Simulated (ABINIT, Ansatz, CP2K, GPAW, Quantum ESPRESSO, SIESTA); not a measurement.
# One structure in several programs: Nb3Sn (Pm-3n, 8 atoms in the cell)

Self-consistent single point.

```yaml
crystal:
  lattice:
    - [5.40017, 0.00000, 0.00000]
    - [0.00000, 5.40017, 0.00000]
    - [0.00000, 0.00000, 5.40017]
  atoms:
    - { symbol: Nb, position: [0.25000, 0.00000, 0.50000] }
    - { symbol: Nb, position: [0.75000, 0.00000, 0.50000] }
    - { symbol: Nb, position: [0.50000, 0.75000, 0.00000] }
    - { symbol: Nb, position: [0.50000, 0.25000, 0.00000] }
    - { symbol: Nb, position: [0.00000, 0.50000, 0.75000] }
    - { symbol: Nb, position: [0.00000, 0.50000, 0.25000] }
    - { symbol: Sn, position: [0.00000, 0.00000, 0.00000] }
    - { symbol: Sn, position: [0.50000, 0.50000, 0.50000] }
```

All programs got the same cell, k-point mesh and kind of occupations (in Ansatz's words: kpoints.mp_grid.grid = 5 5 5; scf.occupations.method = gaussian; scf.occupations.width = 0.1 eV); potentials, basis and cutoffs are each program's usual ones.

```json
[
 {"code": "CP2K", "model": "PBE, GPW, DZVP-MOLOPT-SR-GTH basis, GTH-PBE potentials (GTH_POTENTIALS)", "pressure (GPa)": "-5.36", "k-points": "63", "cutoff": "grid 500 Ry"},
 {"code": "GPAW", "model": "PBE, GPAW PAW datasets PBE (gpaw-data 1.0.1)", "pressure (GPa)": "-7.36", "k-points": "10", "cutoff": "550 eV"},
 {"code": "ABINIT", "model": "PBE, PAW (JTH v2.0 PBE PAW)", "pressure (GPa)": "-7.01", "k-points": "10", "cutoff": "20 Ha"},
 {"code": "SIESTA", "model": "GGA PBE, numerical atomic orbitals DZP, PseudoDojo PBE standard norm-conserving potentials (rewritten from UPF to PSML)", "pressure (GPa)": "-7.17", "k-points": "63", "cutoff": "grid 350 Ry"},
 {"code": "Ansatz", "model": "PBE, default PAW files", "pressure (GPa)": "-6.66", "k-points": "10", "cutoff": "default"},
 {"code": "Quantum ESPRESSO", "model": "PBE, PSlibrary PAW (PBE) pseudopotentials", "pressure (GPa)": "-7.82", "k-points": "10", "cutoff": "55 Ry"}
]
```

The spread over the programs that give each value: pressure within 2.46 GPa.

The starting cell comes from a database of computed structures (which also holds hypothetical and non-ambient phases and stackings), without a prior relaxation at this level. Its lattice was rescaled by a random factor within 2.5 % of one. On Ansatz's run: Spin polarisation is off. In the base run, with a pressure of about -7 GPa the cell is away from its equilibrium volume at this level.

### Question
Why do the programs differ, and what cannot be compared?

### Answer
Differences of this kind can come from the potentials, where these differ, and from what each basis and cutoff leave unconverged. The valence holds different numbers of electrons (CP2K 86, GPAW 106, ABINIT 106, SIESTA 106, Ansatz (a program for electronic structure) 106, Quantum ESPRESSO 106). The zero of total energies and Fermi levels follows the potentials and each program's conventions, so they are not compared here. CP2K and SIESTA use small atom-centred bases, whose incompleteness enters pressures, forces and empty levels differently from a plane-wave cutoff. Ansatz's pressure is given at a fixed set of plane waves, as the other plane-wave codes print theirs; with its correction for the finite basis it is -6.62 GPa. The programs reduce the same mesh by symmetry to different extents, which changes the work and not the result. In the pressure, CP2K (by 1.82) lies more than 1 GPa from the median of the plane-wave programs.

Left out of this page: Elk and FLEUR (not drawn, or without a comparable value).

Keys are those of Ansatz 0.2.
